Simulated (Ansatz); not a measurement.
# What electrons 3.0×10^21 cm⁻³ does to SiGe

Start from SiGe in the wurtzite structure (space group P6_3mc, No. 186; a = 3.904 Å, c = 6.455 Å; a model cell, its experimental status unchecked).

The change: electron doping at 3.0×10^21 cm⁻³ (0.256 per cell), with a uniform compensating background at fixed cell and a 300 K Fermi–Dirac width.

The values are results of r2SCAN (Ansatz, a quantum-chemistry and plane-wave program, PAW, no spin-orbit coupling), not measurements. Γ-centred 17×17×9 mesh, Fermi–Dirac width 0.0259 eV.

```csv
quantity,base,changed,shift
gap between the host's bands,0.66 eV,0.62 eV,-0.04 eV
gap character,"indirect, Γ → M","indirect, Γ → M",–
Fermi level relative to the doped band's edge (positive inside the band; to 0.05 eV),–,+0.35 eV,–
```

Cost of the whole job for the changed cell (relaxation, final SCF and bands): about 2.7 core-minutes (a rough figure).

Carriers are added with a uniform compensating background; total energy and stress of such cells depend on the potential's zero and are not compared; many-body gap narrowing is missing at this level. Whether these cells are dynamically stable was not tested.
